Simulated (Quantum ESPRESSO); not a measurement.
A self-consistent single point of Cu (Fm-3m, 1 atom in the cell) with Quantum ESPRESSO.

Method of the run: PBE, SSSP 1.1.2 efficiency (PBE) pseudopotentials (plane waves; Quantum ESPRESSO).

The change in words: lattice scaled by 0.98. Reference geometry:
```
Cu
1.0
   -1.80500     0.00000     1.80500
    0.00000     1.80500     1.80500
   -1.80500     1.80500     0.00000
Cu
1
Direct
  0.00000   0.00000   0.00000
```

Reference input (self-consistent single point, DFT, PBE, plane waves, SSSP 1.1.2 efficiency (PBE) pseudopotentials): ecutwfc = 50 Ry; ecutrho = 400 Ry; occupations = smearing; smearing = gaussian; degauss = 0.0147 Ry; potentials = {Cu: Cu_pbe_v1.2.uspp.F.UPF}; K_POINTS = automatic 21 21 21 0 0 0; conv_thr = 1e-09 Ry. This run's input differs from it in these lines:

```diff
@@ -10,3 +10,3 @@
  ibrav = 2,
- celldm(1) = 6.82191131,
+ celldm(1) = 6.68547308,
  nat = 1,
```

Log, with long lists cut:

```
     Self-consistent Calculation

     iteration #  1     ecut=    50.00 Ry     beta= 0.70

     total energy              =    -400.65407875 Ry
     estimated scf accuracy    <       4.90988055 Ry

     iteration #  2     ecut=    50.00 Ry     beta= 0.70

     total energy              =    -402.65479250 Ry
     estimated scf accuracy    <      11.12396819 Ry

     iteration #  3     ecut=    50.00 Ry     beta= 0.70

     total energy              =    -403.78960609 Ry
     estimated scf accuracy    <       0.56746505 Ry

   [... 10 blocks of this kind left out ...]

     iteration # 14     ecut=    50.00 Ry     beta= 0.70

     total energy              =    -403.78144737 Ry
     estimated scf accuracy    <          2.7E-09 Ry

     iteration # 15     ecut=    50.00 Ry     beta= 0.70
     End of self-consistent calculation

     Number of k-points >= 100: set verbosity='high' to print the bands.

     the Fermi energy is    17.5258 ev

!    total energy              =    -403.78144737 Ry
     estimated scf accuracy    <          9.1E-10 Ry
     smearing contrib. (-TS)   =      -0.00048812 Ry
     internal energy E=F+TS    =    -403.78095925 Ry

     convergence has been achieved in  15 iterations

     Forces acting on atoms (cartesian axes, Ry/au):

     atom    1 type  1   force =     0.00000000    0.00000000    0.00000000

     Total force =     0.000000     Total SCF correction =     0.000000

          total   stress  (Ry/bohr**3)                   (kbar)     P=      124.24
   0.00084458   0.00000000   0.00000000          124.24        0.00        0.00
   0.00000000   0.00084458  -0.00000000            0.00      124.24       -0.00
   0.00000000  -0.00000000   0.00084458            0.00       -0.00      124.24

   JOB DONE.
```

The run converged in 15 iterations. Against the reference run the free energy goes up by 34.1 meV/atom and the pressure goes from 1.15 to 12.42 GPa.

The starting cell has typed, rounded lattice constants, without a prior relaxation at this level. For this run, on top of that: lattice scaled by 0.98. Spin polarisation is off. With a pressure of about 12 GPa the cell is away from its equilibrium volume at this level.

Cost on one core of a shared machine: roughly 50 s.
